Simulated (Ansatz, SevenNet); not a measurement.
**How the equilibrium lattice constant a of Au (model structure, started from the diamond type, Fd-3m, No. 227, 2 atoms in the cell) moves with the method**

No measured value is used here.

**Question.** Put these levels in order of the equilibrium lattice constant a that they give for Au (model structure, started from the diamond type, Fd-3m, No. 227, 2 atoms in the cell), smallest first: PBE (Ansatz, a quantum-chemistry and plane-wave program), PBEsol (Ansatz), SevenNet-l3i5.

**Answer.** PBEsol (6.025 Å), PBE (6.161 Å), SevenNet-l3i5 (6.300 Å)

Density-functional levels without +SOC have no spin–orbit coupling. SevenNet-l3i5: the cell moved over 20 % in volume from its start. Ansatz's density-functional and Hartree–Fock values are scalar-relativistic unless marked +SOC, with PAW data made under PBE.

Machine-learned potentials (SevenNet-l3i5) are trained on DFT data: a solid inside that data is no test of them.

A model structure was made by putting elements into a prototype or built by hand; it is no filed structure, need not be a known phase, and can be a saddle point held by its symmetry.
